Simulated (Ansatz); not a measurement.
Take Hf in the hcp (Mg type) structure (space group P6_3/mmc, No. 194; a = 3.158 Å, c = 5.004 Å; relaxed with 0.1 eV smearing) as the base.

The values are results of PBEsol/PAW in Ansatz (an electronic-structure program), spin-orbit coupling left out, not measurements.

Strains are applied to the cell and any free atomic positions relax.

One change was made to it. Results:

```csv
quantity,base,after
energy relative to the base (free energy F),0 meV/atom,+15 meV/atom
"pressure (mean of the normal stresses, compression positive)",0.0 GPa,-4.7 GPa
band gap,zero,zero
```

Q: Which change produced these results?
A) isotropic strain +1.00 %
B) isotropic strain −0.50 %
C) isotropic strain +1.50 %
D) isotropic strain −2.00 %
E) isotropic strain −3.00 %

A: C, isotropic strain +1.50 %. For comparison, the energy relative to the base in the other runs: isotropic strain −0.50 % gives +1.7 meV/atom; isotropic strain +1.00 % gives +6.7 meV/atom; isotropic strain −2.00 % gives +29 meV/atom; isotropic strain −3.00 % gives +67 meV/atom.

Stability against distortions was not tested. All final runs are without spin polarisation.
